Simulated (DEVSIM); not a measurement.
abrupt Si n-p junction

System: abrupt Si n-p junction, at 300 K.

```
layer (left to right)  material  thickness (μm)  Nd (cm⁻³)  Na (cm⁻³)  τn (s)  τp (s)
---------------------  --------  --------------  ---------  ---------  ------  ------
1                            Si            43.0     2.5e16          -  6.4e-5  6.4e-5
2                            Si            2.70          -     1.9e16  6.4e-5  6.4e-5
```

Left contact: ohmic. Right contact: ohmic. Voltage is applied to the left contact. Recombination: SRH at mid-gap, radiative, Auger. Mobility is μmin + (μ − μmin)/(1 + (N/Nref)^α).

This is a model device: material constants are rounded textbook-type values typed into the input, and sizes, dopings and lifetimes were drawn at random. Values at 300 K.

| parameter | Si |
|---|---|
| gap (eV) | 1.124 |
| affinity (eV) | 4.05 |
| permittivity | 11.7 |
| Nc (cm⁻³) | 2.86e19 |
| Nv (cm⁻³) | 3.1e19 |
| μn (cm²/Vs) | 1417 |
| μp (cm²/Vs) | 470 |
| μn,min | 52 |
| μp,min | 45 |
| Nref,n | 9.7e16 |
| Nref,p | 2.2e17 |
| αn | 0.68 |
| αp | 0.72 |
| B (cm³/s) | 4.7e-15 |
| Cn (cm⁶/s) | 2.8e-31 |
| Cp (cm⁶/s) | 9.9e-32 |

Model (solved in DEVSIM): 1D drift-diffusion, Boltzmann statistics, complete ionisation; no tunnelling, impact ionisation, image-force lowering or self-heating.

```json
{
 "potential_step_across_the_device_at_zero_bias": "0.751 V",
 "largest_field_in_the_device_at_zero_bias": "48000 V/cm",
 "Dark forward voltage at 1 A/cm²": "0.595 V",
 "Dark forward voltage at 100 A/cm²": "0.805 V"
}
```

Dark reverse current:

| V (V) | J (A/cm²) |
|---|---|
| 0.20 | 1.7e-10 |
| 0.50 | 2.4e-10 |
| 1.00 | 3.4e-10 |
| 1.50 | 4.3e-10 |
| 2.00 | 5.1e-10 |
| 3.00 | 6.4e-10 |
| 4.00 | 7.6e-10 |
| 5.00 | 8.6e-10 |
| 6.50 | 1.0e-9 |
| 8.00 | 1.1e-9 |
| 10.00 | 1.3e-9 |

Small-signal capacitance in reverse bias (quasi-static):

```json
[
 {"V (V)": "0.2", "C (nF/cm²)": "31.6"},
 {"V (V)": "0.5", "C (nF/cm²)": "27.3"},
 {"V (V)": "1", "C (nF/cm²)": "23.0"},
 {"V (V)": "1.5", "C (nF/cm²)": "20.2"},
 {"V (V)": "2", "C (nF/cm²)": "18.2"},
 {"V (V)": "3", "C (nF/cm²)": "15.6"},
 {"V (V)": "4", "C (nF/cm²)": "13.8"},
 {"V (V)": "5", "C (nF/cm²)": "12.5"},
 {"V (V)": "6.5", "C (nF/cm²)": "11.2"},
 {"V (V)": "8", "C (nF/cm²)": "10.1"},
 {"V (V)": "10", "C (nF/cm²)": "9.15"}
]
```
